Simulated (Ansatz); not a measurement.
For TiO₂ (Pbcn, No. 60; structure not from a measured cell), LDA (PAW; Ansatz, a program for electronic structure) gives:

```
Item                           Result
---------------------  --------------
volume per atom          9.87 Å³/atom
enthalpy of formation  -3.406 eV/atom
```

Question: What does r²SCAN (PAW; Ansatz) give for the same quantities?

Answer: 
- equilibrium volume per atom: 10.22 Å³/atom (goes up by 3.5 %)
- formation enthalpy: -3.325 eV/atom (moves by +0.081 eV/atom)

Changes are worked out from the printed values.

Unless a cell is named, each level is at its own relaxed cell (LDA 9.87, r²SCAN 10.22 Å³/atom).

Caveats: the relaxation could not lower the start's symmetry, so the cell can be a saddle point above a distorted one (LDA, r²SCAN). Ansatz's density-functional and Hartree–Fock values are scalar-relativistic unless marked +SOC, with PAW data made under PBE.
